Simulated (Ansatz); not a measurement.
Start from Al$_{2}$Au (space group Fm-3m, No. 225; a = 6.002 Å).

All numbers come from DFT with PBEsol, PAW potentials and a 420 eV plane-wave cutoff in Ansatz (a quantum-chemistry and plane-wave program), no SOC.

Before the change:

| Property | Result |
|---|---|
| Shortest interatomic distance | 2.599 Å |

Now apply this change: cell and atoms relaxed at a pressure of 0.7 GPa.

What does the calculation give for the shortest interatomic distance after the change?

The shortest interatomic distance decreases by 0.005 Å, from 2.599 Å to 2.594 Å.

Load acts through the strain it causes; cell and atoms are relaxed under it. Whether these cells are dynamically stable was not tested.
